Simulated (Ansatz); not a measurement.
Start from KCl in the rock salt structure (space group Fm-3m, No. 225).

```xyz
2
Lattice="0.0000 3.1214 3.1214 3.1214 0.0000 3.1214 3.1214 3.1214 0.0000" Properties=species:S:1:pos:R:3 pbc="T T T"
K      0.0000     0.0000     0.0000
Cl     3.1214     3.1214     3.1214
```

Cartesian axes are those of the cell as printed.

Level of theory: Ansatz (an electronic-structure program) PBEsol, without spin-orbit coupling.

Base values:

```
Quantity   Result
--------  -------
Band gap  5.10 eV
```

Modification: uniaxial strain ε_zz = −0.50 %, all other strain components held at zero, atoms relaxed at fixed cell.

**Question.** What does the calculation give for the energy relative to the base and band gap after the change?

**Answer.** The energy is nearly the same; the band gap grows by 0.014 eV, from 5.10 eV to 5.12 eV.

Whether these cells are dynamically stable was not tested.
